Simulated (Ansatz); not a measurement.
The starting structures come from a database of crystals and need not be the phases stable at ambient conditions.

 Where the default PAW files enter, the runs use the earlier of Ansatz's two default sets.

Data:

```yaml
crystal:
  lattice:
    - [5.34927, 0.00000, 0.00000]
    - [0.00000, 5.34927, 0.00000]
    - [0.00000, 0.00000, 12.00332]
  atoms:
    - { symbol: Te, position: [0.74685, 0.74264, 0.48818] }
    - { symbol: Te, position: [0.25736, 0.74685, 0.73818] }
    - { symbol: Te, position: [0.25315, 0.25736, 0.98818] }
    - { symbol: Te, position: [0.74264, 0.25315, 0.23818] }
    - { symbol: Pb, position: [0.24845, 0.75598, 0.25254] }
    - { symbol: Pb, position: [0.24402, 0.24845, 0.50254] }
    - { symbol: Pb, position: [0.75155, 0.24402, 0.75254] }
    - { symbol: Pb, position: [0.75598, 0.75155, 0.00254] }
    - { symbol: O, position: [0.60421, 0.97827, 0.58828] }
    - { symbol: O, position: [0.02173, 0.60421, 0.83828] }
    - { symbol: O, position: [0.39579, 0.02173, 0.08828] }
    - { symbol: O, position: [0.97827, 0.39579, 0.33828] }
    - { symbol: O, position: [0.47869, 0.87837, 0.84641] }
    - { symbol: O, position: [0.12163, 0.47869, 0.09641] }
    - { symbol: O, position: [0.52131, 0.12163, 0.34641] }
    - { symbol: O, position: [0.87837, 0.52131, 0.59641] }
    - { symbol: O, position: [0.88120, 0.93516, 0.19980] }
    - { symbol: O, position: [0.06484, 0.88120, 0.44980] }
    - { symbol: O, position: [0.11880, 0.06484, 0.69980] }
    - { symbol: O, position: [0.93516, 0.11880, 0.94980] }
```

Space group of this cell: P4_1. The cell was relaxed by PBE-D3(BJ); by r2SCAN its mean pressure is -2.2 GPa.

Transport runs along the normal of the first two printed cell vectors, the (001) plane of the conventional cell.

The gap is the functional's own, uncorrected, and κ follows it; spin-orbit coupling is left out. Mid-gap values are interpolated between the computed energies.

### Question
Predict the band gap and the smallest decay constant κ at mid-gap from r2SCAN run with Ansatz (an electronic-structure program).

### Answer
Gap 3.06 eV on a 6×6×4 mesh; κ = 0.369 1/Å, at (0.167, 0.000) of the in-plane reciprocal vectors. At the zone centre, at the nearest computed energy, the slowest state has κ = 0.38 1/Å.
